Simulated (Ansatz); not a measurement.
CsCl-type AuZn (cubic form, which distorts at low temperature), treated with BLYP (Ansatz, a quantum-chemistry and plane-wave program, PAW).

Run with plane-wave cutoff 520 eV, 18×18×18 k mesh, Fermi–Dirac smearing 0.05 eV, scalar-relativistic PAW data made under PBE.

Computed at the level's own relaxed cell.

### Question
Estimate the volume per atom, bulk modulus, lattice parameter a and pressure derivative B′ of the bulk modulus that the calculation returns.

### Answer

- volume per atom: 17.47 Å³/atom
- bulk modulus: 85.1 GPa
- lattice parameter a: 3.269 Å
- pressure derivative B′ of the bulk modulus: 6.1

The run finds no gap.

Measured, for comparison: bulk modulus 131 GPa (temperature not stated, not corrected to a static lattice; as tabulated in Nepal et al. (2020), arXiv:2007.11150). Computed (rounded) less measured: bulk modulus -35 %.

Note: the cell is over a tenth larger than the published one: the level's own overestimate first of all, though another phase or state, or a fault of the published cell, is possible; symmetry holds this phase in the static calculation, where it need not be a minimum.

Spin–orbit coupling is not included; it can shift volumes and moduli of such heavy elements.

It cost about 2.8 core-minutes (a rough figure) of CPU time.
